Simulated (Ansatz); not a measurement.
The starting structures come from a database of crystals and need not be the phases stable at ambient conditions.

Tunnelling through a barrier is set by its complex band structure: the current falls as exp(−2κd) with the smallest κ.

Data:

```yaml
crystal:
  lattice:
    - [6.86373, 0.01305, -0.01562]
    - [-2.55928, 9.10768, 0.03839]
    - [2.55928, -3.72608, 4.45882]
  atoms:
    - { symbol: Hg, position: [0.24216, 0.86599, 0.28478] }
    - { symbol: Hg, position: [0.75784, 0.13401, 0.71522] }
    - { symbol: Hg, position: [0.25784, 0.36599, 0.94719] }
    - { symbol: Hg, position: [0.74216, 0.63401, 0.05281] }
    - { symbol: Hg, position: [0.50000, 0.50000, 0.50000] }
    - { symbol: Hg, position: [0.00000, 0.00000, 0.00000] }
    - { symbol: Cl, position: [0.95315, 0.62700, 0.41304] }
    - { symbol: Cl, position: [0.04685, 0.37300, 0.58696] }
    - { symbol: Cl, position: [0.54685, 0.12700, 0.34096] }
    - { symbol: Cl, position: [0.45315, 0.87300, 0.65904] }
    - { symbol: O, position: [0.43882, 0.60506, 0.93264] }
    - { symbol: O, position: [0.56118, 0.39494, 0.06736] }
    - { symbol: O, position: [0.06118, 0.10506, 0.77748] }
    - { symbol: O, position: [0.93882, 0.89494, 0.22252] }
```

Space group of this cell: P2_1/c. The cell was relaxed by PBE-D3(BJ); by r2SCAN its mean pressure is -0.9 GPa.

Transport runs along the normal of the first two printed cell vectors.

The gap is the functional's own. No spin-orbit coupling. Mid-gap values are interpolated on the energy grid.

### Question
Give the band gap and the smallest decay constant κ at mid-gap that r2SCAN in Ansatz (an electronic-structure program) yields.

### Answer
Gap 0.53 eV on a 6×8×8 mesh; κ = 0.142 1/Å, at the zone centre.
